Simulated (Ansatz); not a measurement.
White tin (β-Sn) was calculated with LDA (Ansatz, a first-principles code, PAW).

Run with plane-wave cutoff 520 eV, 20×20×20 k mesh, Fermi–Dirac smearing 0.05 eV, scalar-relativistic PAW data made under PBE.

Computed points:

```
V (Å³/atom)  E − E_lowest (meV/atom)  P (GPa)
-----------  -----------------------  -------
25.125                          8.50    2.703
25.648                          2.04    1.274
26.172                          0.00    0.002
26.695                          1.88   -1.130
27.219                          7.25   -2.137
```

Estimate the bulk modulus from the pressures at 25.648 and 26.695 Å³/atom, and compare it with a fit to all energies.

B = −V dP/dV. Between V = 25.648 and 26.695 Å³/atom, dP/dV = (-1.130 − (1.274))/(26.695 − 25.648) = -2.30 GPa per Å³/atom; at the midpoint 26.172 Å³/atom this gives B ≈ 60.1 GPa. The third-order Birch–Murnaghan fit gives V0 = 26.173 Å³/atom, B0 = 60.0 GPa, B′ = 4.8, which lies within 1 % of that estimate.

Shape and atoms are relaxed at each volume.

Measured, for comparison: bulk modulus 57.0 GPa (temperature not stated, no zero-point or thermal correction; as tabulated in Chen et al. (2023), arXiv:2209.05059). Computed (rounded) less measured: bulk modulus +5 %. A static lattice is as a rule a little smaller and stiffer than an uncorrected measurement, which narrows the difference in the bulk modulus and would widen misses of the other sign.

Note: the bulk modulus comes from volumes at which shape and atoms were relaxed.

Spin–orbit coupling is not included.

Static lattice: no zero-point or thermal effects.

It cost roughly 10 core-minutes of CPU time.
